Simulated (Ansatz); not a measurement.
**Fluorite NiSi₂**

Level of theory: LC-ωPBE (plane waves, PAW; Ansatz, a quantum-chemistry and plane-wave program).

Run with plane-wave cutoff 460 eV, 10×10×10 k mesh, Fermi–Dirac smearing 0.05 eV, no spin polarisation, scalar-relativistic PAW data made under PBE.

Cell (relaxed at this level):

```xyz
3
Lattice="0.0000 2.6435 2.6435 2.6435 0.0000 2.6435 2.6435 2.6435 0.0000" Properties=species:S:1:pos:R:3 pbc="T T T"
Si     1.3217     1.3217     1.3217
Si     3.9652     3.9652     3.9652
Ni     0.0000     0.0000     0.0000
```

| Property | Value |
|---|---|
| bulk modulus B0 | 227 GPa |

Note: the run has no spin polarisation, so it can have missed a magnetic state.

Computed values are for the static lattice.
